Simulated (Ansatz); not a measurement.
For YGe (model structure, started from the NiAs type, P6₃/mmc, No. 194, 4 atoms in the cell), PBE (Ansatz, a quantum-chemistry and plane-wave program, PAW) gives:

| Property | Value |
|---|---|
| lattice constant a | 3.905 Å |
| c axis length | 7.862 Å |
| formation enthalpy | -0.573 eV/atom |

### Question
What does PBE-D3(BJ) in Ansatz (PAW) give for the same quantities?

### Answer

- lattice constant a: 3.838 Å (falls by 1.7 %)
- lattice parameter c: 7.850 Å (falls by 0.2 %)
- formation enthalpy: -0.603 eV/atom (moves by -0.030 eV/atom)

Changes are worked out from the printed values.

Unless a cell is named, each level is at its own relaxed cell (PBE 25.96, PBE-D3(BJ) 25.03 Å³/atom).

Ansatz's density-functional and Hartree–Fock values are scalar-relativistic unless marked +SOC, with PAW data made under PBE.

A model structure was made by putting elements into a prototype or built by hand; it is no filed structure, need not be a known phase, and can be a saddle point held by its symmetry.
